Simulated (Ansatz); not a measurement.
# Variants of one calculation on Ba2PbS4 (I4/mmm, 7 atoms in the cell)

```
CELL_PARAMETERS angstrom
     -2.49385     2.49385     8.73690
      2.49385    -2.49385     8.73690
      2.49385     2.49385    -8.73690
ATOMIC_POSITIONS crystal
  Pb 0.00000 0.00000 0.00000
  Ba 0.36075 0.36075 0.00000
  Ba 0.63925 0.63925 0.00000
  S  0.50000 0.00000 0.50000
  S  0.00000 0.50000 0.50000
  S  0.18240 0.18240 0.00000
  S  0.81760 0.81760 0.00000
```

Base run A: PBEsol, default PAW files made with PBE (Ansatz, a quantum-chemistry and plane-wave program), self-consistent single point.

Its settings: kpoints.mp_grid.grid = 8 8 8; hamiltonian.xc = pbesol; hamiltonian.pseudopotentials = {kind: paw} (the program's default PAW files); scf.occupations.method = fermi_dirac; scf.occupations.width = 0.1 eV.

The starting cell was generated: these elements placed on a structure prototype, without a prior relaxation; it need not be a known phase or ordering of this composition. Its lattice was rescaled by a random factor within 2.5 % of one. Ansatz's pressure includes its estimate of the finite-basis (Pulay) stress. The run gives no clean gap (levels at the Fermi energy touch, overlap or are partly filled at this smearing), which alone does not show that the compound is a metal.

ΔF is the free energy per atom less that of run A. A dash stands where there is no value to compare (another energy zero or no entropy term, no result, no spin, no clean gap, or a mesh too coarse for one). Total energies depend on the potentials, the functional and any Hubbard or dispersion term, so they are compared only between runs that share all of them.

Run A gave: pressure (GPa) -2.00; largest force (eV/Å) 0.734.

Runs:
- B: hamiltonian.dispersion: default → d3bj [PBEsol-D3BJ]
- C: scf.occupations.width: 0.1 eV → 0.3 eV
- D: scf.convergence.dr2_threshold: default (1e-07 eV) → 1e-08 eV
- E: scf.mixing.preconditioner: default (the program chose Kerker) → ldos
- F: scf.mixing.algorithm: default (the program chose MSR1) → anderson; scf.mixing.beta: default → 0.2
- G: scf.mixing.algorithm: default (the program chose MSR1) → anderson; scf.mixing.ndim: default → 1

Problem. What does run B change against A?

Solution. The pressure goes from -2.00 to -3.48 GPa and the largest force hardly changes (0.734 to 0.736 eV/Å).

Problem. What does run C change against A?

Solution. The free energy goes down by 72.5 meV/atom, the pressure goes from -2.00 to -1.53 GPa and the largest force goes from 0.734 to 0.722 eV/Å.

| run | ΔF (meV/atom) | pressure (GPa) | largest force (eV/Å) |
|---|---|---|---|
| A | 0.00 | -2.00 | 0.734 |
| B | – | -3.48 | 0.736 |
| C | -72.5 | -1.53 | 0.722 |
| D | 0.00 | -2.00 | 0.734 |
| E | 0.00 | -2.00 | 0.734 |
| F | 0.00 | -2.00 | 0.734 |
| G | 0.00 | -2.00 | 0.734 |

Keys are those of Ansatz 0.2.
